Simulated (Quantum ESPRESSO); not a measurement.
Worked example: self-consistent single point of Au (Fm-3m, 1 atom in the cell) in Quantum ESPRESSO.

Method: PBE, GBRV 1.5 ultrasoft (PBE) pseudopotentials (plane waves; Quantum ESPRESSO).

```yaml
crystal:
  lattice:
    - [-2.07960, 0.00000, 2.07960]
    - [0.00000, 2.07960, 2.07960]
    - [-2.07960, 2.07960, 0.00000]
  atoms:
    - { symbol: Au, position: [0.00000, 0.00000, 0.00000] }
```

Reference input (self-consistent single point, DFT, PBE, plane waves, GBRV 1.5 ultrasoft (PBE) pseudopotentials): ecutwfc = 40 Ry; ecutrho = 320 Ry; occupations = smearing; smearing = cold; degauss = 0.0073499 Ry; potentials = {Au: au_pbe_v1.uspp.F.UPF}; K_POINTS = automatic 14 14 14 0 0 0; conv_thr = 1e-09 Ry; mixing_beta = 0.7. This run's input differs from it in these lines:

```diff
@@ -28,3 +28,3 @@
 K_POINTS {automatic}
-14 14 14  0 0 0
+27 27 27  0 0 0
```

Output, abridged:

```
     Self-consistent Calculation

     iteration #  1     ecut=    40.00 Ry     beta= 0.70

     Threshold (ethr) on eigenvalues was too large:
     Diagonalizing with lowered threshold

     total energy              =    -114.96350077 Ry
     estimated scf accuracy    <       0.06353729 Ry

     iteration #  2     ecut=    40.00 Ry     beta= 0.70

     total energy              =    -114.98132767 Ry
     estimated scf accuracy    <       0.03272548 Ry

     iteration #  3     ecut=    40.00 Ry     beta= 0.70

     total energy              =    -114.98808608 Ry
     estimated scf accuracy    <       0.00008429 Ry

   [... 3 blocks of this kind left out ...]

     iteration #  7     ecut=    40.00 Ry     beta= 0.70

     total energy              =    -114.98818380 Ry
     estimated scf accuracy    <          4.1E-09 Ry

     iteration #  8     ecut=    40.00 Ry     beta= 0.70
     End of self-consistent calculation

     Number of k-points >= 100: set verbosity='high' to print the bands.

     the Fermi energy is    14.4378 ev

!    total energy              =    -114.98818380 Ry
     estimated scf accuracy    <          4.3E-12 Ry
     smearing contrib. (-TS)   =      -0.00002103 Ry
     internal energy E=F+TS    =    -114.98816277 Ry

     convergence has been achieved in   8 iterations

     Forces acting on atoms (cartesian axes, Ry/au):

     atom    1 type  1   force =     0.00000000    0.00000000    0.00000000

     Total force =     0.000000     Total SCF correction =     0.000000

          total   stress  (Ry/bohr**3)                   (kbar)     P=       -5.20
  -0.00003535   0.00000000   0.00000000           -5.20        0.00        0.00
   0.00000000  -0.00003535  -0.00000000            0.00       -5.20       -0.00
   0.00000000  -0.00000000  -0.00003535            0.00       -0.00       -5.20

   JOB DONE.
```

The run converged in 8 iterations. Against the reference run the free energy falls by 1.8 meV/atom and the pressure hardly changes (-0.57 to -0.52 GPa).

The starting cell comes from a database of computed structures (which also holds hypothetical and non-ambient phases and stackings), without a prior relaxation at this level. Its lattice was rescaled by a random factor within 2.5 % of one.

Cost on one core of a shared machine: roughly 2 min.
